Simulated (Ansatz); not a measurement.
The starting structures come from a database of crystals and need not be the phases stable at ambient conditions.

Tunnelling through a barrier is set by its complex band structure: the current falls as exp(−2κd) with the smallest κ.

Here is the system:

```xyz
12
Lattice="5.5367 0.0000 0.0000 0.0000 10.1305 0.0000 0.0000 5.0653 6.3219" Properties=species:S:1:pos:R:3 pbc="T T T"
Cs     1.3842    10.1305     4.0529
Cs     4.1525     5.0653     2.2689
Cu     0.0000     8.6079     0.0000
Cu     0.0000     1.5226     0.0000
Cu     2.7684     1.5226     0.0000
Cu     2.7684     8.6079     0.0000
Br     1.3842     5.0653     4.8324
Br     4.1525    10.1305     1.4894
Br     1.3842     7.3004     1.5116
Br     4.1525     7.8954     4.8103
Br     4.1525    12.3656     4.8103
Br     1.3842     2.8302     1.5116
```

Space group of this cell: Cmcm. The cell is taken as given.

Transport runs along the normal of the first two printed cell vectors.

The gap is the functional's own. No spin-orbit coupling. Mid-gap values are interpolated on the energy grid.

Question: State the band gap and the smallest decay constant κ at mid-gap according to r2SCAN run with Ansatz (a first-principles code).

Answer: Gap 2.10 eV on a 6×6×6 mesh; κ = 0.250 1/Å, at the zone centre.
